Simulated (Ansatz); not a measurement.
**Hypothetical P6_3/mmc SnS2, point defects**

Base system: a 12-atom supercell of SnS2 in the 2H-MoS2 type structure (space group P6_3/mmc, No. 194; a = 3.589 Å, c = 11.889 Å; a hypothetical phase, not in the database extracts checked; layered, stacked along the Cartesian z axis) at its relaxed geometry.

One neutral defect a cell, atoms relaxed at fixed cell.

Computed with Kohn–Sham DFT with the PBE-D3(BJ) functional, run in Ansatz (an electronic-structure program) with PAW and 420 eV plane waves, no spin-orbit coupling.

```tsv
case	pressure	largest displacement of a host atom from its site in the perfect cell
perfect supercell	0.0 GPa	–
Sn on a S site (antisite), symmetric start	4.0 GPa	1.21 Å
Pb on a S site, symmetric start	4.3 GPa	1.16 Å
Sn interstitial (started 2.48 Å from the nearest host atom)	6.6 GPa	0.47 Å
```

The cell is small, so the values are those of an ordered compound at a high defect concentration; dilute-limit values will differ. Defects with a symmetric start kept the site's symmetry and may sit on a saddle; the others started slightly shaken. All final runs are without spin polarisation.
